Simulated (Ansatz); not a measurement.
# CdTe: pressure 7.5 GPa

The reference is CdTe in the zinc blende structure (space group F-43m, No. 216; a = 6.489 Å).

The change: a hydrostatic pressure of 7.5 GPa.

Level of theory: PBEsol in Ansatz (plane waves to 420 eV, PAW, no SOC). Settings: 9×9×9 k-points, 0.05 eV Fermi–Dirac smearing.

* **Density**: 6.66 g/cm³ (base 5.83 g/cm³)
* **Lattice parameter a**: 6.209 Å (base 6.489 Å)
* **Shortest interatomic distance**: 2.689 Å (base 2.810 Å)
* **Enthalpy H = E + PV relative to the base's energy**: +1.49 eV/atom
* **Band gap**: 1.04 eV (base 0.65 eV)
* **Gap character**: direct at Γ (base direct at Γ)
* **Width of the top valence band**: 2.83 eV (base 2.21 eV)
* **Electron mass**: 0.077 mₑ (at Γ) (base 0.055 mₑ (at Γ))
* **Hole mass (degenerate bands, along [100])**: 0.078, 0.41, 0.41 mₑ (at Γ) (base 0.056, 0.51, 0.51 mₑ (at Γ))
* **Valley order (the lowest conduction-band minima on the path, energy above the VBM, named in the base's zone)**: Γ 1.04 eV; L along ⟨111⟩ 1.85 eV; X along ⟨100⟩ 2.18 eV (base Γ 0.65 eV; L along ⟨111⟩ 1.73 eV)

Final structure:

```
CELL_PARAMETERS angstrom
      0.00000     3.10459     3.10459
      3.10459     0.00000     3.10459
      3.10459     3.10459     0.00000
ATOMIC_POSITIONS crystal
  Te 0.75000 0.75000 0.75000
  Cd 0.00000 0.00000 0.00000
```

Cost of the whole job for the changed cell (relaxation, final SCF and bands): around 23 core-seconds (rough).

Spin-orbit coupling, missing from the scalar runs, can matter with Te. Load acts through the strain it causes; cell and atoms are relaxed under it. Masses are band curvatures over ±0.01 Å⁻¹ around the edge. Stability against distortions was not tested. Measured, CdTe leaves this structure (for cinnabar) near 3.53 GPa (temperature not stated; as listed in Datta, Sujoy, Jana, Debnarayan, arXiv (2020)), on rising pressure, with hysteresis.

Ansatz is a first-principles code.
